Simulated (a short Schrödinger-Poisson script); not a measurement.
Stack: MOS inversion layer, HfO2 on p-type Si(110), at 300 K.

From the gate side: 7.2 nm HfO2; 1600 nm Si, acceptors 7.4e16 cm⁻³.

The device is made up for the run: typed textbook-type constants, with dimensions and the other settings drawn at random. HfO2: permittivity 22, conduction-band edge (eV) 1.55, gap (eV) 5.7, electron mass (mₑ) 0.2. Si: permittivity 11.7, conduction-band edge (eV) 0, gap (eV) 1.124, Nv at 300 K (cm⁻³) 3.1e19.

Channel valleys (confinement mass, in-plane density-of-states mass, number): Δ4 0.315, 0.324, 4; Δ2 0.19, 0.417, 2. At the gate the conduction-band edge of layer 1 lies 2.06 eV − eVg above the Fermi level of the channel; the field vanishes at the back. Gaps are held at their typed values at every temperature. Mesh 0.03 nm at interfaces.

From a short Schrödinger-Poisson script (our own, NumPy): 1D Poisson equation in equilibrium, electrons quantum, Hartree (BenDaniel-Duke, 12 states a valley, the channel's in-plane mass for all, wave functions ending at the dielectric), parabolic valleys, classical holes, full ionisation, no traps, pinning or gate leakage.

| Vg (V) | electrons (cm⁻²) | C (μF/cm²) | Δ4 E0 (meV from the Fermi level) | Δ2 E0 (meV from the Fermi level) |
|---|---|---|---|---|
| 0.4 | 3.77e9 | 0.106 | 225.9 | 237.6 |
| 0.45 | 2.16e10 | 0.194 | 180.5 | 192.5 |
| 0.5 | 9.99e10 | 0.488 | 140.4 | 152.9 |
| 0.55 | 3.01e11 | 0.887 | 111.3 | 124.6 |
| 0.6 | 6.17e11 | 1.17 | 91.8 | 106.3 |
| 0.65 | 1.01e12 | 1.35 | 78.3 | 94.0 |
| 0.7 | 1.45e12 | 1.47 | 68.0 | 85.0 |
| 0.75 | 1.92e12 | 1.56 | 59.8 | 78.2 |
| 0.8 | 2.42e12 | 1.63 | 53.1 | 72.7 |
| 0.85 | 2.93e12 | 1.68 | 47.2 | 68.2 |
| 0.9 | 3.46e12 | 1.73 | 42.1 | 64.3 |
| 0.95 | 4.01e12 | 1.76 | 37.6 | 61.0 |
| 1 | 4.56e12 | 1.80 | 33.5 | 58.1 |
| 1.05 | 5.13e12 | 1.82 | 29.7 | 55.6 |
| 1.1 | 5.70e12 | 1.85 | 26.2 | 53.2 |
| 1.15 | 6.28e12 | 1.87 | 23.0 | 51.2 |
| 1.2 | 6.87e12 | 1.89 | 20.0 | 49.3 |
| 1.25 | 7.46e12 | 1.91 | 17.1 | 47.5 |

Gate voltages with under 1e9 electrons/cm² are left out.

### Question
At Vg = 1.25 V the lowest Δ4 subband lies at 17.1 meV from the Fermi level. How many electrons does it hold, and what share of all?

### Answer
The two-dimensional density of states is g m/(πħ²) = 5.41e11 cm⁻² meV⁻¹ (both spins), kT = 25.9 meV, so n = D kT ln(1 + exp(−E/kT)) = 5.82e12 cm⁻², 0.78 of the 7.46e12 cm⁻² in all.

### Question
Compare the slope of the sheet density between 1.15 and 1.25 V with the geometric capacitance of the layers between gate and channel.

### Answer
q Δn/ΔV = 1.89 μF/cm²; ε0/Σ(t/ε) = 2.71 μF/cm². The ratio is 0.70: the channel acts as a further capacitance in series.
